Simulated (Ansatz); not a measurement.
Related cells compared by their band gap.

Cell A: GaAs (zinc blende, F-43m), 2 atoms in the cell, k-point mesh 10×10×10 on the run's own vectors.
GaAs is modelled in the cubic space group F-43m (No. 216), the zinc blende structure, Pearson symbol cF8. Conventional cell: a = 5.746 Å, b = 5.746 Å, c = 5.746 Å, α = 90.00°, β = 90.00°, γ = 90.00°. Ga on 4a is surrounded by 4 As at 2.488 Å (tetrahedral). As on 4d is coordinated by 4 Ga at 2.488 Å (tetrahedral). (Neighbours: up to the widest gap in distance over summed covalent radii, below 1.35, at either atom; cation-cation and far metal-metal contacts left out.)
(The calculation used a cell of 2 atoms; values per cell refer to that cell.)

Cell B: BP (zinc blende, F-43m), 2 atoms in the cell, k-point mesh 12×12×12 on the run's own vectors.
```cif
data_BP
_chemical_formula_sum 'B1 P1'
_space_group_name_H-M_alt 'P 1'
_space_group_IT_number 1
_cell_length_a 3.21612
_cell_length_b 3.21612
_cell_length_c 3.21612
_cell_angle_alpha 60.000
_cell_angle_beta 60.000
_cell_angle_gamma 60.000
loop_
_space_group_symop_operation_xyz
  'x, y, z'
loop_
_atom_site_label
_atom_site_type_symbol
_atom_site_fract_x
_atom_site_fract_y
_atom_site_fract_z
_atom_site_occupancy
B1 B 0.00000 0.00000 0.00000 1
P1 P 0.25000 0.25000 0.25000 1
```

Plane-wave PAW calculations with Ansatz (a quantum-chemistry and plane-wave program), its default PAW set, cutoff 500 eV. The structures are at rest with PBE; other levels are single points on them. Neutral cells; Fermi-Dirac smearing of at most 0.05 eV in the solids, energies taken to zero width. The lattices are those relaxed with PBE, so at other levels the solids can be strained. The runs are scalar-relativistic, without spin-orbit coupling. A dispersion term ran beside these levels; it doesn't touch the electrons. Gaps are highest filled to lowest empty Kohn-Sham level on the run's k-point mesh, states of defects and surfaces included; edges off the mesh make the true gap smaller, and under 0.08 eV counts as none.

### Question
Give the band gap (eV) at the level r2SCAN, cell by cell.

### Answer
```json
[
 {"system": "A", "r2SCAN": "0.63 (direct)"},
 {"system": "B", "r2SCAN": "1.42 (indirect)"}
]
```

With r2SCAN the value of B exceeds that of A by 0.79 eV.
